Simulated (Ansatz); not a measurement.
This concerns the energy change from cell B to cell A (net 1 O added, other atoms rearranged, in a slab cell with two atoms a plane). Reaction: cell B + 1/2 O2 (gas) → cell A. A negative value means that the right-hand side lies lower.

Cell A: a slab of composition Si45H6O13 built on Si (diamond, Fd-3m) (100), with 41 atoms on that crystal's sites, 64 atoms, square cell of 5.47 Å (29.9 Å²), symmetry P1 within 0.02 Å, 38.0 Å thick under 16 Å of vacuum, in-plane vectors held at the crystal's; planes from bottom to top: H2 | Si2H2 | Si2 × 19 | O | O2 | Si | O2 | Si | O2 | Si | O2 | Si | O2 | Si | HO2 | H, its two faces unlike (dipole correction applied); foreign atoms: O bound to 2 Si at 1.68 Å; two times O bound to 2 Si at 1.64–1.66 Å; two times O bound to 2 Si at 1.64 Å; six times O bound to 2 Si at 1.63 Å; OH bound through O to 1 Si at 1.63 Å; OH bound through O to 1 Si at 1.66 Å and others; spin state with PBE: run without spin, k-point mesh 4×4×1.
```xyz
64
Lattice="5.4700 0.0000 0.0000 0.0000 5.4700 0.0000 0.0000 0.0000 53.6785" Properties=species:S:1:pos:R:3 pbc="T T T"
Si     0.1947    -0.1482     9.1171
Si     2.9264     2.5902     9.1156
Si     1.3110     1.4704    10.4040
Si     4.0461     4.2056    10.4042
Si     2.6820     0.1001    11.7691
Si    -0.0533     2.8346    11.7690
Si     1.3432     4.1734    13.1344
Si     4.0785     1.4383    13.1348
Si    -0.0240     0.0709    14.5010
Si     2.7112     2.8057    14.5006
Si     1.3413     1.4410    15.8674
Si     4.0757     4.1761    15.8675
Si     2.7087     0.0738    17.2348
Si    -0.0266     2.8085    17.2338
Si     1.3408     4.1757    18.6008
Si     4.0772     1.4409    18.6010
Si    -0.0258     0.0734    19.9685
Si     2.7092     2.8083    19.9666
Si     1.3434     1.4407    21.3342
Si     4.0751     4.1761    21.3342
Si     2.7094     0.0735    22.7037
Si    -0.0256     2.8085    22.6981
Si     1.3380     4.1756    24.0675
Si     4.0811     1.4413    24.0675
Si    -0.0252     0.0735    25.4399
Si     2.7098     2.8085    25.4284
Si     1.3528     1.4400    26.8005
Si     4.0671     4.1771    26.8005
Si     2.7102     0.0736    28.1843
Si    -0.0247     2.8086    28.1487
Si     1.3148     4.1755    29.5331
Si     4.1059     1.4419    29.5329
Si    -0.0245     0.0738    30.9402
Si     2.7108     2.8088    30.8558
Si     1.4188     1.4344    32.2632
Si     4.0027     4.1835    32.2635
Si     2.7107     0.0738    33.7596
Si    -0.0238     2.8092    33.5018
Si     1.0127     4.3398    34.9488
Si     4.4082     1.2793    34.9481
O     -0.0257     0.0738    35.4962
O      3.9497     2.2947    36.1835
Si     2.7108     2.8106    37.1269
O      1.4702     3.3248    36.1851
O      3.0597     4.1572    38.0031
O      2.3636     1.4652    38.0060
Si     2.7131     0.0757    38.8321
O      4.0800     0.3345    39.6882
O      1.3495     5.2857    39.6937
Si    -0.0216     5.5482    40.5506
O      0.1875     1.4457    41.4182
O      5.2361     4.1860    41.4254
Si     5.4423     2.8130    42.2882
O      1.3397     3.0017    43.1628
O      4.0587     2.6184    43.1384
Si     2.7129     2.8206    44.0432
O      2.8629     4.0414    45.1056
H      2.7893     4.9840    44.8466
O      2.6071     1.4177    44.9279
H      2.0565     1.5058    45.7204
H      5.2652     0.2512     7.7314
H      1.2480     4.2684     8.9184
H      3.9797     1.5369     8.9198
H      2.5284     2.9883     7.7290
```

Cell B: a slab of composition Si45H6O12 built on Si (diamond, Fd-3m) (100), with 41 atoms on that crystal's sites, 63 atoms, square cell of 5.47 Å (29.9 Å²), symmetry P1 within 0.02 Å, 37.9 Å thick under 16 Å of vacuum, in-plane vectors held at the crystal's; planes from bottom to top: H2 | Si2H2 | Si2 × 19 | O2 | Si | O2 | Si | O2 | Si | O2 | Si | O2 | Si | HO2 | H, its two faces unlike (dipole correction applied); foreign atoms: two times O bound to 2 Si at 1.64–1.69 Å; two times O bound to 2 Si at 1.65 Å; four times O bound to 2 Si at 1.64 Å; two times O bound to 2 Si at 1.63 Å; OH bound through O to 1 Si at 1.66 Å; OH bound through O to 1 Si at 1.63 Å and others; spin state with PBE: run without spin, k-point mesh 4×4×1.
```
CELL_PARAMETERS angstrom
      5.46999     0.00000     0.00000
      0.00000     5.46999     0.00000
      0.00000     0.00000    53.59145
ATOMIC_POSITIONS crystal
  Si 0.03797 0.96678 0.16938
  Si 0.53776 0.46699 0.16939
  Si 0.24221 0.26251 0.19341
  Si 0.74222 0.76256 0.19341
  Si 0.49281 0.01197 0.21889
  Si 0.99284 0.51200 0.21888
  Si 0.24807 0.75672 0.24437
  Si 0.74814 0.25671 0.24437
  Si 0.99812 0.00672 0.26987
  Si 0.49815 0.50669 0.26986
  Si 0.24771 0.25722 0.29536
  Si 0.74758 0.75720 0.29536
  Si 0.49762 0.00724 0.32088
  Si 0.99763 0.50724 0.32086
  Si 0.24749 0.75724 0.34637
  Si 0.74779 0.25722 0.34637
  Si 0.99762 0.00726 0.37190
  Si 0.49763 0.50726 0.37185
  Si 0.24791 0.25738 0.39738
  Si 0.74720 0.75730 0.39738
  Si 0.49753 0.00736 0.42293
  Si 0.99753 0.50736 0.42284
  Si 0.24661 0.75752 0.44839
  Si 0.74833 0.25731 0.44839
  Si 0.99744 0.00742 0.47405
  Si 0.49743 0.50743 0.47374
  Si 0.24963 0.25774 0.49940
  Si 0.74512 0.75720 0.49940
  Si 0.49735 0.00746 0.52523
  Si 0.99732 0.50746 0.52461
  Si 0.24150 0.75833 0.55043
  Si 0.75304 0.25665 0.55044
  Si 0.99723 0.00745 0.57696
  Si 0.49717 0.50744 0.57487
  Si 0.26276 0.25866 0.60143
  Si 0.73149 0.75629 0.60143
  Si 0.49704 0.00739 0.62931
  Si 0.99691 0.50731 0.62472
  Si 0.17122 0.80426 0.65154
  Si 0.82272 0.21035 0.65157
  O  0.72531 0.40580 0.67400
  Si 0.49675 0.50735 0.69102
  O  0.26858 0.60850 0.67394
  O  0.56567 0.75370 0.70739
  O  0.42779 0.26156 0.70747
  Si 0.49558 0.00710 0.72275
  O  0.74433 0.05802 0.73888
  O  0.24492 0.95546 0.73854
  Si 0.99532 0.00496 0.75471
  O  0.03795 0.25311 0.77113
  O  0.95396 0.75415 0.77071
  Si 0.99742 0.50516 0.78704
  O  0.25099 0.54510 0.80272
  O  0.74844 0.46845 0.80351
  Si 0.49619 0.50504 0.81970
  O  0.51761 0.76152 0.83616
  H  0.62113 0.74659 0.85077
  O  0.46412 0.28167 0.83946
  H  0.48088 0.10961 0.83463
  H  0.96526 0.03947 0.14350
  H  0.23056 0.77415 0.16572
  H  0.73038 0.27438 0.16573
  H  0.46501 0.53977 0.14351
```

Reference: an isolated O2 molecule (triplet) in a box of 11 × 11 × 13 Å.

All numbers come from Ansatz (a quantum-chemistry and plane-wave program), plane waves with PAW, its default PAW set, cutoff 420 eV, 500 eV for r2SCAN. The structures are at rest with PBE, within the held lattices; other levels are single points on them. HSE06 runs on coarser k-point meshes, mended by the PBE difference between the two meshes. Neutral cells; Fermi-Dirac smearing of at most 0.05 eV in the solids, energies taken to zero width. The lattices are those relaxed with PBE or held as stated, so at other levels the solids can be strained, which adds to the spread. Larger cells are relaxed from a start prepared with the learned potential CHGNet, on a coarser mesh till forces fall under 0.03 eV/Å, which some starts already meet. A dispersion term (D3(BJ), or D4 for r2SCAN) was computed beside these levels and is taken off wherever the name lacks it. No zero-point or thermal terms. Cells are local rest points, mostly with their start's symmetry. Values are for these cell sizes.

What is the computed value (PBE)?

-5.11 eV, for cell B + 1/2 O2 (gas) → cell A.

List the value at the remaining levels and say how far they part.


| Level | value (eV) | less PBE |
|---|---|---|
| r2SCAN | -5.58 | -0.47 |
| HSE06 | -5.49 | -0.38 |

The levels shown span 0.47 eV, from r2SCAN (-5.58) to PBE (-5.11).
